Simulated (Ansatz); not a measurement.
**Ge2Sb2Te5 (P-3m1, No. 164, 9 atoms in the cell; start mp-3534)**

These are PBE (Ansatz, a quantum-chemistry and plane-wave program, PAW) values and carry that method's errors.

Run with plane-wave cutoff 500 eV, 12×12×4 k mesh (along the axes of the cell as run), Fermi–Dirac smearing 0.05 eV, scalar-relativistic PAW data made under PBE.

Cell (relaxed at this level):

```
Ge2Sb2Te5
1.0
    4.26479     0.00000     0.00000
   -2.13239     3.69341     0.00000
    0.00000     0.00000    18.04889
Ge Sb Te
2 2 5
Direct
  0.00000   0.00000   0.33235
  0.00000   0.00000   0.66765
  0.33333   0.66667   0.11229
  0.66667   0.33333   0.88771
  0.00000   0.00000   0.00000
  0.33333   0.66667   0.79097
  0.66667   0.33333   0.20903
  0.33333   0.66667   0.41073
  0.66667   0.33333   0.58927
```

For Ge2Sb2Te5 (P-3m1, No. 164, 9 atoms in the cell; start mp-3534), the band gap comes out as none.

Note: the relaxation could not lower the start's symmetry, so the cell can be a saddle point above a distorted one; the cell has widely spaced layers and the level no dispersion term, so their spacing and the moduli can rest on weak binding.

Spin–orbit coupling is not included.

Computed values are for the static lattice.

A start named mp-… is a Materials Project structure, which need not be a measured phase.
